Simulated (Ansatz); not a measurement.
## TlBr: energy against volume

TlBr (CsCl type, Pm-3m, 29.992 Å³/atom and stress up to 0.01 GPa in the relaxed cell, cube axes along x, y and z) under an equal strain ε along all three axes. PBEsol in Ansatz, a plane-wave DFT program (PAW, default set), 420 eV, 9×9×9 Γ-centred mesh, Fermi-Dirac smearing 0.05 eV; ions are relaxed, or left where forces stay under 0.02 eV/Å, within the symmetry of each cell. Against the start cell, which lies near the measured one, the relaxed cell differs by -5.6 % in volume; the values below rest on it.

Here V stands for volume and E for E less E0.

```csv
volume (Å³/atom),E less E0 (meV/atom),pressure (GPa)
27.3732,?,?
28.2286,9.84,1.91
28.6628,5.41,1.37
29.1015,2.34,0.87
29.5447,0.56,0.42
29.9923,0.00,0.00
30.4445,0.57,-0.39
30.9011,2.20,-0.75
31.3623,4.83,-1.08
31.8281,8.41,-1.38
```

The 9 complete rows are fitted with the third-order Birch-Murnaghan form, a cubic in V^(-2/3), E against V. With u = V^(-2/3) - 0.1036, the rows have u = 0.0042633, 0.0031712, 0.0020955, 0.0010358, -0.0000079, -0.0010362, -0.0020490, -0.0030471, -0.0040305. Least squares gives E = -0.003 - 3.7·u + 529271·u² + 3091889·u³. Residuals (row less fit): -0.001, 0.004, -0.002, -0.004, 0.003, 0.004, 0.000, -0.005, 0.003; standard error 0.004 (degrees of freedom: 5). Its minimum lies at u = 0.0000035, so V0 = (0.1036035)^(-3/2) = 29.99. There d²E/du² = 1059000 and d³E/du³ = 1.855e7, so B0 = (4/9) × 29.99^(-7/3) × 1059000 × 0.160218 = 27.0 GPa (the last factor turns the table's units into GPa), and B0' = 4 + (2/3) × 0.1036035 × (1.855e7)/1059000 = 5.2. B0' rests on the cubic coefficient alone and has a standard error of 0.1 from these residuals.

Problem. What does the fit predict for E at V = 27.3732, and how far is the calculated value from it?

Solution. u = 0.0064989, so E = -0.003 - 3.7 × 0.0064989 + 529271 × 0.0064989² + 3091889 × 0.0064989³ = 23.176 meV/atom. The calculation gives 23.17 meV/atom, 0.006 meV/atom below the prediction (0.0 % of the range of E in the table). The row lies outside the fitted rows, so this is an extrapolation. The scatter of the fitted rows lies at the last printed digit.

The primitive cell can neither tilt nor turn polar against its symmetry, as such crystals can under strain. Spin-orbit coupling is left out, which can shift these values for the heavy elements here. Other structures, which can take over under pressure, weren't tried. The same form fitted to the pressure column gives B0' = 5.2; series where the two differ by over 0.4 aren't shown. Rows are the converged runs of the series near zero and its far end, less any whose ions stayed unrelaxed beside relaxed ones; series whose fitted rows scatter by over a few per cent of the range, as at a crossing or softening among them, aren't shown in this form.
